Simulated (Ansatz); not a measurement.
**The (111) surface of fcc Ag in its 1x1 cell**

Computed with PBE (plane waves to 420 eV, PAW; Ansatz, a program for electronic structure).

Slab: 4 atoms, 7.2 Å thick at the start (thin: gaps and levels are the slab's own); k 12x12x1, smearing 0.1 eV, dipole-corrected; all atoms relaxed; held to the start's symmetry, so lower structures may exist; no spin, no spin-orbit, no U.

| Item | Value |
|---|---|
| work function of the top face | 4.44 eV |
| energy released by relaxation | 0.003 eV |
| cost | very roughly 60 core-seconds |
